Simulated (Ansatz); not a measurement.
# zinc-blende AlP: the defect O interstitial

Method: PBE, PAW (plane waves to 420 eV; Ansatz, a quantum-chemistry and plane-wave program). A 2×2×2 supercell of 64 sites was used; the energies come from a 2×2×2 shifted sampling of its zone. Site at the start: void with 4Al nearest. Energies of charged states are corrected for periodic images (point charge plus alignment at distant sites). Dielectric constants: PBE linear response of the host. Host gap at this level: 1.63 eV. These values are not converged in cell size to better than tenths of an eV. Levels are measured in PBE's own, too narrow, gap. Spin–orbit coupling is left out. Each state is the lowest found from its start.

Formation energies E_f are given with the Fermi level at the valence-band maximum. Chemical conditions: Al-rich (Δμ(O) = -4.96 eV, bounded by corundum; only phases computed here count, gases as isolated molecules at 0 K); P-rich (Δμ(O) = -4.12 eV, bounded by corundum; only phases computed here count, gases as isolated molecules at 0 K). Reference phases: O: O2 molecule in a box.

The name describes the start; the neighbours show where the added atom ended.

```json
[
 {"charge": "+1*", "moment (μB)": "1.0", "largest move off a lattice site (Å)": "0.44", "neighbours of the added atom at the end (Å)": "Al 1.94, Al 1.94, Al 1.95, Al 1.95", "image correction with alignment (eV)": "–", "E_f, Al-rich (eV)": "–", "E_f, P-rich (eV)": "–", "above the lowest spin state (eV)": "0.00"},
 {"charge": "0†", "moment (μB)": "2.0", "largest move off a lattice site (Å)": "0.43", "neighbours of the added atom at the end (Å)": "Al 1.95, Al 1.95, Al 1.95, Al 1.95", "image correction with alignment (eV)": "0.00", "E_f, Al-rich (eV)": "4.98", "E_f, P-rich (eV)": "4.13", "above the lowest spin state (eV)": "0.00"},
 {"charge": "0*", "moment (μB)": "not spin-polarised", "largest move off a lattice site (Å)": "0.44", "neighbours of the added atom at the end (Å)": "Al 1.95, Al 1.95, Al 1.95, Al 1.98", "image correction with alignment (eV)": "–", "E_f, Al-rich (eV)": "–", "E_f, P-rich (eV)": "–", "above the lowest spin state (eV)": "0.03"},
 {"charge": "−1†", "moment (μB)": "1.0", "largest move off a lattice site (Å)": "0.46", "neighbours of the added atom at the end (Å)": "Al 1.93, Al 1.97, Al 1.98, Al 1.99", "image correction with alignment (eV)": "0.11", "E_f, Al-rich (eV)": "–", "E_f, P-rich (eV)": "–", "above the lowest spin state (eV)": "0.00"},
 {"charge": "−2", "moment (μB)": "not spin-polarised", "largest move off a lattice site (Å)": "0.41", "neighbours of the added atom at the end (Å)": "Al 1.98, Al 1.98, Al 1.98, Al 1.98", "image correction with alignment (eV)": "0.46", "E_f, Al-rich (eV)": "5.56", "E_f, P-rich (eV)": "4.72", "above the lowest spin state (eV)": "0.00"}
]
```

* At this level the carrier isn't localised at the defect: at charge +1 holes occupy the valence band. Such a state is shallow or no state of the defect, and this cell gives it no level.

† Not settled in this cell, so no level is given: charge 0: a level filled in part, carriers not clearly localised; charge −1: a level filled in part, carriers not clearly localised.

No other site or start that was run ended lower by more than 0.1 eV.

Flagged in the runs: a doubtful potential alignment.
